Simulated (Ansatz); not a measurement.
**Hypothetical diamond Re: pressure series**

Consider Re in the diamond structure (space group Fd-3m, No. 227; a = 5.651 Å; a hypothetical phase, not in the database extracts checked).

Cell and atoms are relaxed at each pressure.

Levels (all Ansatz, a quantum-chemistry and plane-wave program, PAW): PBE (420 eV, no spin-orbit coupling); PBEsol (420 eV, without spin-orbit coupling).

The base cell above is that of PBE; each level relaxes its own structures.

```tsv
case	lattice parameter a, PBE	lattice parameter a, PBEsol
pressure −2 GPa	567.3 pm	561.4 pm
pressure −1 GPa	566.2 pm	560.4 pm
pressure 0.3 GPa	564.8 pm	559.1 pm
pressure 0.7 GPa	564.4 pm	558.7 pm
pressure 1.5 GPa	563.6 pm	557.9 pm
pressure 3 GPa	562.1 pm	556.6 pm
pressure 5 GPa	560.1 pm	554.8 pm
pressure 7.5 GPa	557.9 pm	552.7 pm
pressure 10 GPa	555.7 pm	550.6 pm
```

PBE lies above PBEsol in every row, by 5.0 pm to 5.9 pm. They put the cases in the same order.

Load acts through the strain it causes; cell and atoms are relaxed under it. Stability against distortions was not tested. No other phases were tried under pressure. All final runs are without spin polarisation.
